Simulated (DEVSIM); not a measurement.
Schottky contact on n-type InP

Device: Schottky contact on n-type InP, at 250 K.

| layer (left to right) | material | thickness (μm) | Nd (cm⁻³) | τn (s) | τp (s) |
|---|---|---|---|---|---|
| 1 | InP | 0.330 | 5.4e14 | 5e-9 | 5e-9 |

Left contact: Schottky, work function 5.45 eV, emission velocity 9.8e6 cm/s. Right contact: ohmic. Voltage is applied to the left contact. Recombination: SRH at mid-gap. Mobility is μmin + (μ − μmin)/(1 + (N/Nref)^α).

The device is made up for the run: typed textbook-type constants, with dimensions and the other settings drawn at random. Values at 300 K; Nc and Nv go as T^1.5, mobilities as T to minus their exponent, the gap by Varshni's rule with the affinity fixed.

| parameter | InP |
|---|---|
| gap (eV) | 1.344 |
| affinity (eV) | 4.38 |
| permittivity | 12.5 |
| Nc (cm⁻³) | 5.7e17 |
| Nv (cm⁻³) | 1.1e19 |
| μn (cm²/Vs) | 5200 |
| μp (cm²/Vs) | 170 |
| μn,min | 400 |
| μp,min | 10 |
| Nref,n | 3e17 |
| Nref,p | 4.9e17 |
| αn | 0.47 |
| αp | 0.62 |
| T exponent of μn | 2 |
| T exponent of μp | 2 |
| Varshni α (eV/K) | 0.000363 |
| Varshni β (K) | 162 |

Simulated with DEVSIM: 1D drift-diffusion, Boltzmann statistics, complete ionisation; no tunnelling, impact ionisation, image-force lowering or self-heating. Metal contacts follow the ideal Schottky-Mott rule: no Fermi-level pinning, no interface dipoles.

```
Quantity                                           Result
---------------------------------------------  ----------
Potential step across the device at zero bias     0.926 V
Largest field in the device at zero bias       29000 V/cm
Dark forward voltage at 1 A/cm²                   0.786 V
Dark forward voltage at 100 A/cm²                 0.895 V
```

Small-signal capacitance in reverse bias (quasi-static):

| V (V) | C (nF/cm²) |
|---|---|
| -0.1 | 33.5 |
| -0.25 | 33.5 |
| -0.5 | 33.5 |
| -0.75 | 33.5 |
| -1 | 33.5 |
| -1.5 | 33.5 |
| -2 | 33.5 |
| -2.5 | 33.5 |
| -3.25 | 33.5 |
| -4 | 33.5 |
| -5 | 33.5 |

Dark reverse current:

```json
[
 {"V (V)": "-0.10", "J (A/cm²)": "-2.5e-12"},
 {"V (V)": "-0.25", "J (A/cm²)": "-4.7e-12"},
 {"V (V)": "-0.50", "J (A/cm²)": "-7.4e-12"},
 {"V (V)": "-0.75", "J (A/cm²)": "-9.2e-12"},
 {"V (V)": "-1.00", "J (A/cm²)": "-1.1e-11"},
 {"V (V)": "-1.50", "J (A/cm²)": "-1.3e-11"},
 {"V (V)": "-2.00", "J (A/cm²)": "-1.4e-11"},
 {"V (V)": "-2.50", "J (A/cm²)": "-1.5e-11"},
 {"V (V)": "-3.25", "J (A/cm²)": "-1.6e-11"},
 {"V (V)": "-4.00", "J (A/cm²)": "-1.6e-11"},
 {"V (V)": "-5.00", "J (A/cm²)": "-1.7e-11"}
]
```
